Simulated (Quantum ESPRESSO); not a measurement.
A self-consistent single point of SrMg₁₄Ni (Amm2, 16 atoms in the cell) with Quantum ESPRESSO.

Method: LDA (PZ), GBRV 1.5 ultrasoft (LDA) pseudopotentials (plane waves; Quantum ESPRESSO).

```yaml
crystal:
  lattice:
    - [10.61742, 0.00000, 0.00000]
    - [0.00000, 3.18324, 5.90096]
    - [0.00000, -3.18324, 5.90096]
  atoms:
    - { symbol: Sr, position: [0.50000, 0.68831, 0.68831] }
    - { symbol: Mg, position: [0.00000, 0.17135, 0.17135] }
    - { symbol: Mg, position: [0.00000, 0.66541, 0.66541] }
    - { symbol: Mg, position: [0.50000, 0.17896, 0.70770] }
    - { symbol: Mg, position: [0.50000, 0.70770, 0.17896] }
    - { symbol: Mg, position: [0.00000, 0.17325, 0.66409] }
    - { symbol: Mg, position: [0.00000, 0.66409, 0.17325] }
    - { symbol: Mg, position: [0.24542, 0.32128, 0.83336] }
    - { symbol: Mg, position: [0.75458, 0.83336, 0.32128] }
    - { symbol: Mg, position: [0.75458, 0.32128, 0.83336] }
    - { symbol: Mg, position: [0.24542, 0.83336, 0.32128] }
    - { symbol: Mg, position: [0.29012, 0.31295, 0.31295] }
    - { symbol: Mg, position: [0.70988, 0.31295, 0.31295] }
    - { symbol: Mg, position: [0.23048, 0.83482, 0.83482] }
    - { symbol: Mg, position: [0.76952, 0.83482, 0.83482] }
    - { symbol: Ni, position: [0.50000, 0.14610, 0.14610] }
```

Reference input (self-consistent single point, DFT, LDA (PZ), plane waves, GBRV 1.5 ultrasoft (LDA) pseudopotentials): ecutwfc = 50 Ry; ecutrho = 400 Ry; occupations = smearing; smearing = marzari-vanderbilt; degauss = 0.0036749 Ry; potentials = {Sr: sr_lda_v1.uspp.F.UPF, Mg: mg_lda_v1.4.uspp.F.UPF, Ni: ni_lda_v1.4.uspp.F.UPF}; K_POINTS = automatic 2 3 3 0 0 0; conv_thr = 1e-09 Ry. This run's input differs from it in these lines:

```diff
@@ -11,4 +11,4 @@
  ntyp = 3
- ecutwfc = 50
- ecutrho = 400
+ ecutwfc = 45
+ ecutrho = 360
  occupations = 'smearing'
```

Log, with long lists cut:

```
     Self-consistent Calculation

     iteration #  1     ecut=    45.00 Ry     beta= 0.70

     negative rho (up, down):  6.255E-02 0.000E+00

     total energy              =   -2151.27052507 Ry
     estimated scf accuracy    <      20.34145317 Ry

     iteration #  2     ecut=    45.00 Ry     beta= 0.70

     negative rho (up, down):  5.804E-02 0.000E+00

     total energy              =   -2135.88272030 Ry
     estimated scf accuracy    <     370.19075997 Ry

     iteration #  3     ecut=    45.00 Ry     beta= 0.70

     negative rho (up, down):  6.100E-02 0.000E+00

     total energy              =   -2161.99496858 Ry
     estimated scf accuracy    <      13.69850987 Ry

   [... 13 blocks of this kind left out ...]

     iteration # 17     ecut=    45.00 Ry     beta= 0.70

     negative rho (up, down):  6.483E-02 0.000E+00

     total energy              =   -2164.14023078 Ry
     estimated scf accuracy    <       0.00000003 Ry

     iteration # 18     ecut=    45.00 Ry     beta= 0.70

     negative rho (up, down):  6.483E-02 0.000E+00
     End of self-consistent calculation

     the Fermi energy is     5.1812 ev

!    total energy              =   -2164.14023078 Ry
     estimated scf accuracy    <          2.7E-10 Ry
     smearing contrib. (-TS)   =      -0.00007519 Ry
     internal energy E=F+TS    =   -2164.14015559 Ry

     convergence has been achieved in  18 iterations

     negative rho (up, down):  6.483E-02 0.000E+00

     Forces acting on atoms (cartesian axes, Ry/au):

     atom    1 type  1   force =     0.00000000    0.00000000   -0.00055535
     atom    2 type  2   force =     0.00000000    0.00000000   -0.00195156
     atom    3 type  2   force =     0.00000000    0.00000000   -0.00451960
     atom    4 type  2   force =     0.00000000   -0.00456969    0.00793204
     atom    5 type  2   force =     0.00000000    0.00456969    0.00793204
   [... lines left out ...]
     Total force =     0.022018     Total SCF correction =     0.000050
   [... lines left out ...]

     negative rho (up, down):  6.483E-02 0.000E+00
          total   stress  (Ry/bohr**3)                   (kbar)     P=      -41.14
  -0.00028573   0.00000000   0.00000000          -42.03        0.00        0.00
   0.00000000  -0.00037786   0.00000000            0.00      -55.59        0.00
   0.00000000   0.00000000  -0.00017537            0.00        0.00      -25.80

   JOB DONE.
```

The run converged in 18 iterations. Against the reference run the free energy rises by 1.9 meV/atom, the pressure moves little (-4.09 to -4.11 GPa) and the largest force stays at 0.235 eV/Å.

The starting cell comes from a database of computed structures (which also holds hypothetical and non-ambient phases and stackings), without a prior relaxation at this level. Its lattice was rescaled by a random factor within 2.5 % of one. Spin polarisation is off.

Cost on one core of a shared machine: roughly 9 min.
